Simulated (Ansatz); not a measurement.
The starting structures come from a database of crystals and need not be the phases stable at ambient conditions.

Consider the following.

```yaml
crystal:
  lattice:
    - [6.12420, 0.00000, 0.00000]
    - [0.00000, 6.16256, 0.00000]
    - [3.06210, 3.08128, 7.45596]
  atoms:
    - { symbol: K, position: [0.17315, 0.90045, 0.65370] }
    - { symbol: K, position: [0.82685, 0.09955, 0.34630] }
    - { symbol: K, position: [0.32685, 0.55415, 0.34630] }
    - { symbol: K, position: [0.67315, 0.44585, 0.65370] }
    - { symbol: Li, position: [0.75000, 0.50000, 0.00000] }
    - { symbol: Li, position: [0.25000, 0.50000, 0.00000] }
    - { symbol: Al, position: [0.75000, 0.00000, 0.00000] }
    - { symbol: Al, position: [0.25000, 0.00000, 0.00000] }
    - { symbol: P, position: [0.08836, 0.30941, 0.82328] }
    - { symbol: P, position: [0.91164, 0.69059, 0.17672] }
    - { symbol: P, position: [0.41164, 0.13269, 0.17672] }
    - { symbol: P, position: [0.58836, 0.86731, 0.82328] }
```

Space group of this cell: Ibam. The cell is taken as given; by r2SCAN its mean pressure is -0.7 GPa.

Transport runs along the normal of the first two printed cell vectors.

No gap correction and no spin-orbit coupling; mid-gap values are interpolated between computed energies.

Q: Estimate the band gap and the smallest decay constant κ at mid-gap that r2SCAN run with Ansatz (a program for electronic structure) returns for this system.

A: Gap 2.26 eV on a 6×6×6 mesh; κ = 0.225 1/Å, at the zone centre.
